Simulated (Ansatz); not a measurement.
Start from NiO in the rock salt structure (space group Fm-3m, No. 225; ferromagnetic).

```
NiO
1.0
    0.00000     2.09529     2.09529
    2.09529     0.00000     2.09529
    2.09529     2.09529     0.00000
O Ni
1 1
Direct
  0.00000   0.00000   0.00000
  0.50000   0.50000   0.50000
```

Cartesian axes are those of the cell as printed.

Level of theory: r2SCAN (Ansatz, a quantum-chemistry and plane-wave program; PAW; 500 eV plane waves; without spin-orbit coupling), earlier PAW set.

Before the change:

Shortest interatomic distance: 2.095 Å
Band gap: 0.85 eV

The change: tensile biaxial strain of 0.57 % in the plane normal to [001], as in epitaxy on a mismatched substrate; the out-of-plane cell vector and the atoms relax.

What happens to the shortest interatomic distance?

The shortest interatomic distance shrinks by 0.008 Å to 2.087 Å.

What happens to the band gap?

The band gap decreases by 0.026 eV (0.85 eV → 0.83 eV).

Stability against distortions was not tested. No Hubbard U is applied and the magnetic state is the run's own (NiO ferromagnetic); small cells can't hold the antiferromagnetic order that many such compounds have, so gaps and moments can be off. Where the two band edges lie in opposite spin channels, the gap is a spin-flip gap. In its common phase, real NiO is an antiferromagnetic insulator at low temperature.
